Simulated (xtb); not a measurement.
xtb 6.7.1, GFN1-xTB: Mo(F)5(NMe2) (C[N](C)[Mo]([F])([F])([F])([F])[F]), 15 atoms. The geometry is a generated start, not checked to be a minimum at this level.

```json
{
  "run_flags": "--grad",
  "method": "GFN1-xTB",
  "--acc": "1 (default)",
  "--etemp (K)": "300 (default)",
  "basis_functions": "54",
  "valence_electrons": "60"
}
```

```xyz
15

Mo    -1.0003     1.0218    -0.5021
F     -2.2001     2.2471    -1.0937
F     -0.1698     2.3075     0.3709
F      0.0183     1.4021    -1.8984
F     -2.0741     0.6985     0.8681
F     -1.8771    -0.2171    -1.3979
N      0.2269    -0.2371     0.1085
C     -0.1058    -1.5642     0.5882
C      1.6600    -0.0231     0.1876
H      0.4604    -2.3223     0.0339
H      0.1456    -1.6534     1.6505
H     -1.1766    -1.7476     0.4567
H      2.0036    -0.1460     1.2211
H      2.1853    -0.7526    -0.4382
H      1.9037     0.9862    -0.1553
```

Charge 0 and multiplicity 1 are set for this test and not shown to be the ground state.

One run each on 1 thread. Values of broydamp tried: 0.02, 0.05, 0.1, 0.2, 0.4 (default), 0.6, 0.8, 1.

Question: How does the count of SCC iterations change with broydamp, and where is it least?

Answer: Fewest SCC iterations, within one of each other: 0.4 (default) with 11, 0.6 with 10, 0.8 with 11. The count rises to 20 at 0.02. All converge to one solution.

```tsv
broydamp	SCC iterations	end
0.02	20	same solution
0.05	18	same solution
0.1	17	same solution
0.2	14	same solution
0.4 (default)	11	same solution
0.6	10	same solution
0.8	11	same solution
1	12	same solution
```
